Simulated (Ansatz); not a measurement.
The reference is GaAs in the rock salt structure (space group Fm-3m, No. 225; a = 5.3295 Å; a hypothetical phase, not in the database extracts checked).

Structures relaxed with r2SCAN (Ansatz, a program for electronic structure; PAW; 500 eV plane waves; without spin-orbit coupling).

Base:

Simulated powder pattern, Cu Kα1, λ = 1.54056 Å (kinematic, ideal powder, no thermal factors, no anomalous dispersion; the 14 strongest lines at most, above 2 %, up to 2θ = 90°):

```json
[
 {"2θ (°)": "33.60", "I/Imax (%)": "100", "hkl": "(200)"},
 {"2θ (°)": "48.26", "I/Imax (%)": "71", "hkl": "(220)"},
 {"2θ (°)": "60.09", "I/Imax (%)": "24", "hkl": "(222)"},
 {"2θ (°)": "70.64", "I/Imax (%)": "11", "hkl": "(400)"},
 {"2θ (°)": "80.54", "I/Imax (%)": "30", "hkl": "(420)"}
]
```

Perturbation: the cell is scaled by 1.0267 in all directions, atoms relaxed at fixed cell.

Question: Predict the new powder pattern.

Answer: 
Simulated powder pattern, Cu Kα1, λ = 1.54056 Å (kinematic, ideal powder, no thermal factors, no anomalous dispersion; the 14 strongest lines at most, above 2 %, up to 2θ = 90°):

```csv
2θ (°),d (Å),I/Imax (%),hkl
32.70,2.736,100,(200)
46.93,1.935,72,(220)
58.37,1.580,25,(222)
68.54,1.368,11,(400)
78.03,1.224,31,(420)
87.20,1.117,23,(422)
```

The indices refer to the base's conventional cell; one index is shown for lines that coincide.

The cells carry an imposed strain or load. Whether these cells are dynamically stable was not tested. All final runs are without spin polarisation.
